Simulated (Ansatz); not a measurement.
The parent structure is SnC in the rock salt structure (space group Fm-3m, No. 225; a = 4.7451 Å; a hypothetical phase, not in the database extracts checked; relaxed with 0.1 eV smearing). Axes: x, y, z lie along the cube axes.

Method: PBEsol (Ansatz, a first-principles code), without spin-orbit coupling.

Strains are applied to the cell and any free atomic positions relax; under biaxial strain the out-of-plane vector relaxes too.

One change was made to it. Results:

| quantity | base | after |
|---|---|---|
| pressure | 0.0 GPa | -2.3 GPa |
| energy relative to the base (free energy F) | 0 meV/atom | +1.7 meV/atom |

Question: Which change produced these results?
A. isotropic strain +5.66 %
B. uniaxial strain ε_xx = +1.10 %
C. biaxial strain +0.35 %, plane normal [111], relaxed out of plane
D. isotropic strain +0.55 %

Answer: D, isotropic strain +0.55 %. For comparison, the pressure in the other runs: isotropic strain +5.66 % gives -16.2 GPa; biaxial strain +0.35 %, plane normal [111], relaxed out of plane gives -0.8 GPa; uniaxial strain ε_xx = +1.10 % gives -1.5 GPa.

No phonon test of stability was made. The final runs are not spin-polarised.
